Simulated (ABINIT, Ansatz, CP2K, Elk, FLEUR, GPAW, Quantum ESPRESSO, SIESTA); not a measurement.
## One structure in several programs: K3Al (Pm-3m, 4 atoms in the cell)

Self-consistent single point, at a second geometry (lattice scaled by 0.98). First geometry:

```
K3Al
1.0
    5.77187     0.00000     0.00000
    0.00000     5.77187     0.00000
    0.00000     0.00000     5.77187
K Al
3 1
Direct
  0.00000   0.50000   0.50000
  0.50000   0.00000   0.50000
  0.50000   0.50000   0.00000
  0.00000   0.00000   0.00000
```

Shared settings, as Ansatz (a first-principles code) writes them: kpoints.mp_grid.grid = 5 5 5; scf.occupations.method = fermi_dirac; scf.occupations.width = 0.05 eV. Potentials and cutoffs stand in the table.

| code | model | ΔF from the first geometry (meV/atom) | pressure (GPa) | cutoff |
|---|---|---|---|---|
| ABINIT | PBEsol, norm-conserving pseudopotentials (PseudoDojo nc-sr-04 PBEsol standard) | -3.8 | -0.01 | 1007 eV |
| Ansatz | PBEsol, PAW files made with PBE | -3.7 | 0.00 | default |
| Elk | PBEsol, all-electron FP-LAPW, Elk's shipped species files, APW+lo basis with extra local orbitals | -3.0 | – | rgkmax 8 |
| GPAW | PBEsol, GPAW PAW datasets PBEsol (made by gpaw-setup) | -4.1 | -0.02 | 600 eV |
| CP2K | PBEsol, GPW, DZVP-MOLOPT-SR-GTH basis, GTH-PBE potentials (GTH_POTENTIALS) | 0.3 | 0.23 | grid 500 Ry |
| SIESTA | GGA PBEsol, numerical atomic orbitals DZP, PseudoDojo PBEsol standard norm-conserving potentials (rewritten from UPF to PSML) | -0.2 | 0.16 | grid 300 Ry |
| FLEUR | PBEsol, all-electron FLAPW (FLEUR), scalar-relativistic valence | -3.6 | – | Kmax 3.8 1/bohr |
| Quantum ESPRESSO | PBEsol, PseudoDojo standard norm-conserving (PBESOL) pseudopotentials | -3.8 | -0.01 | 75 Ry |

A dash marks a value that a program does not give, or that is left out as unsure.

The spread over the programs that give each value: ΔF from the first geometry within 4.4 meV/atom; pressure within 0.25 GPa.

CP2K and SIESTA use small atom-centred bases, whose incompleteness enters pressures, forces and empty levels differently from a plane-wave cutoff. Elk and FLEUR treat all electrons, but the usual bases taken here (sphere radii, linearisation, local orbitals, empty states) were not tested for convergence, so the values are no reference for the others. Ansatz's pressure is given at a fixed set of plane waves, as the other plane-wave codes print theirs.

The starting cell comes from a database of computed structures (which also holds hypothetical and non-ambient phases and stackings), without a prior relaxation at this level. For this run, on top of that: lattice scaled by 0.98.

Keys are those of Ansatz 0.2.
